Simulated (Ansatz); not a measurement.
## What each level gives and costs: SrIn₄Pd (Cmcm, 12 atoms in the cell)

Cell: a = 8.8972 Å, b = 8.8972 Å, c = 7.5225 Å, α = 90.00°, β = 90.00°, γ = 150.07°.

Program: Ansatz (a first-principles code), default PAW files made with PBE; each row names its functional.

Base settings: basis.ecutwfc = 420 eV; kpoints.mp_grid.grid = 6 6 4; hamiltonian.xc = lda; hamiltonian.pseudopotentials = {kind: paw} (the program's default PAW files); scf.occupations.method = cold; scf.occupations.width = 0.1 eV.

Differences are taken from r2SCAN (basis.ecutwfc: 420 eV → 500 eV), a reference of convenience: it is no measurement, and no ranking of the functionals follows. Where a row names another cutoff or potentials, its difference holds that change too.

Core times come from one kind of shared machine and are given to one figure; runs under 30 s give none.

The starting cell comes from a database of computed structures (which also holds hypothetical and non-ambient phases and stackings), without a prior relaxation at this level. Spin polarisation is off. In the base run, with a pressure of about -4 GPa the cell is away from its equilibrium volume at this level. Ansatz's pressure includes its estimate of the finite-basis (Pulay) stress.

| level | pressure less reference (GPa) | largest difference in the force on any atom (eV/Å) | core time / reference (rough) |
|---|---|---|---|
| LDA (PW92) | -3.82 | 0.082 | 0.6 |
| PBEsol | -1.59 | 0.044 | 0.4 |
| BLYP | 5.82 | 0.352 | 0.6 |
| r2SCAN (basis.ecutwfc: 420 eV → 500 eV) | 0.00 | 0.000 | 1 |

Left out of this page: 2 runs of the series held back from this collection.

Keys are those of Ansatz 0.2.
